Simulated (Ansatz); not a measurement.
System: interstitial H in zinc-blende GaN (charge state -1). All values below come from PBE, PAW (plane waves to 420 eV; Ansatz, a first-principles code).

64-site cell at the relaxed PBE lattice, one k-point at (0.250, 0.250, 0.250), smearing 0.01 eV, spin-restricted, no finite-size correction. No zero-point or tunnelling terms. The host's phase is taken as given; its stability against other phases was not computed. The charge state is imposed; whether it is stable for some Fermi level was not computed. Sites that were not tried may lie lower. The start lies 0.063 eV above the lowest site run (PBE).

Barriers: single points on a 2×2×2 k-point mesh shifted by half a step at the bands' geometries.

The step: a concerted move, in which H travels most. Atoms about the jump, Cartesian Å from the middle of the jump, before and after:

| atom | x0 | y0 | z0 | x1 | y1 | z1 |
|---|---|---|---|---|---|---|
| H1 | -0.56 | 0.17 | 0.17 | 0.56 | -0.17 | -0.17 |
| N2 | 0.05 | -0.43 | -0.44 | -0.03 | -0.76 | -0.76 |
| Ga3 | 1.43 | 0.64 | 0.64 | 1.62 | 0.89 | 0.89 |
| Ga4 | -1.03 | -1.82 | 0.63 | -1.05 | -1.77 | 0.59 |
| Ga5 | -1.03 | 0.64 | -1.82 | -1.04 | 0.59 | -1.77 |
| N6 | 0.18 | 1.72 | 1.71 | 0.16 | 1.76 | 1.76 |
| N7 | -2.10 | -0.57 | 1.71 | -2.10 | -0.56 | 1.71 |
| N8 | -2.10 | 1.72 | -0.57 | -2.10 | 1.71 | -0.57 |
| Ga9 | -0.97 | 0.58 | 2.85 | -0.97 | 0.57 | 2.86 |
| Ga10 | -0.97 | 2.86 | 0.57 | -0.97 | 2.86 | 0.56 |
| Ga11 | 1.35 | -1.74 | -1.74 | 1.32 | -1.77 | -1.77 |
| Ga12 | -3.25 | 0.58 | 0.57 | -3.24 | 0.58 | 0.57 |
| N13 | 2.47 | -0.57 | 1.73 | 2.49 | -0.57 | 1.76 |
| N14 | 2.47 | 1.74 | -0.57 | 2.49 | 1.76 | -0.57 |
| N15 | 0.18 | -2.86 | 1.73 | 0.16 | -2.83 | 1.71 |
| N16 | 0.18 | 1.73 | -2.86 | 0.16 | 1.71 | -2.83 |

Task: Predict the transition state.

Result: 
```json
[
 {"atom": "H1", "x": "-0.23", "y": "0.17", "z": "0.17"},
 {"atom": "N2", "x": "0.01", "y": "-0.54", "z": "-0.55"},
 {"atom": "Ga3", "x": "1.53", "y": "0.71", "z": "0.70"},
 {"atom": "Ga4", "x": "-1.06", "y": "-1.80", "z": "0.61"},
 {"atom": "Ga5", "x": "-1.06", "y": "0.62", "z": "-1.81"},
 {"atom": "N6", "x": "0.18", "y": "1.71", "z": "1.70"},
 {"atom": "N7", "x": "-2.11", "y": "-0.56", "z": "1.72"},
 {"atom": "N8", "x": "-2.12", "y": "1.72", "z": "-0.57"},
 {"atom": "Ga9", "x": "-0.97", "y": "0.57", "z": "2.85"},
 {"atom": "Ga10", "x": "-0.97", "y": "2.86", "z": "0.57"},
 {"atom": "Ga11", "x": "1.33", "y": "-1.69", "z": "-1.70"},
 {"atom": "Ga12", "x": "-3.25", "y": "0.58", "z": "0.57"},
 {"atom": "N13", "x": "2.48", "y": "-0.58", "z": "1.75"},
 {"atom": "N14", "x": "2.48", "y": "1.75", "z": "-0.58"},
 {"atom": "N15", "x": "0.16", "y": "-2.84", "z": "1.72"},
 {"atom": "N16", "x": "0.16", "y": "1.73", "z": "-2.85"}
]
```
It lies 0.035 eV above the start and 0.097 eV above the end. The saddle point's order was not checked, and it lies on a symmetry element of the cell, where a band can be held.
